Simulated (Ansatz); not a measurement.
Base system: AlAs in the zinc blende structure (space group F-43m, No. 216; a = 5.674 Å). Axes: x, y, z lie along the cube axes.

Method: PBEsol (Ansatz, a program for electronic structure), no spin-orbit coupling, earlier PAW set.

Base values:

Valence-band top at Γ: 0.00, 0.00, 0.00 eV
Band gap: 1.34 eV
Pressure: 0.1 kbar
Electron mass: 0.86 mₑ along k, 0.23 mₑ across (at X)

The change: biaxial strain +3.74 %, plane normal [001], relaxed out of plane (Cartesian); in-plane vectors clamped, the third vector and the atoms free.

### Question
Predict the new ratio −ε⊥/ε∥, valence-band top at Γ, band gap, pressure and electron mass.

### Answer
The ratio −ε⊥/ε∥ is 1.06; the valence-band top at Γ (three highest levels, from the VBM) goes from 0.00, 0.00, 0.00 eV to 0.00, -0.33, -0.33 eV; the band gap decreases by 0.375 eV (1.34 eV → 0.97 eV); the pressure (mean of the normal stresses, compression positive) decreases by 23.75 kbar to -23.7 kbar; the electron mass goes from 0.86 mₑ along k, 0.23 mₑ across (at X) to 1.2 mₑ along k, 0.27 mₑ across (at X).

Effective masses come from finite differences of ±0.01 Å⁻¹. Along k means along the line from Γ to the band edge. Stability against distortions was not tested.
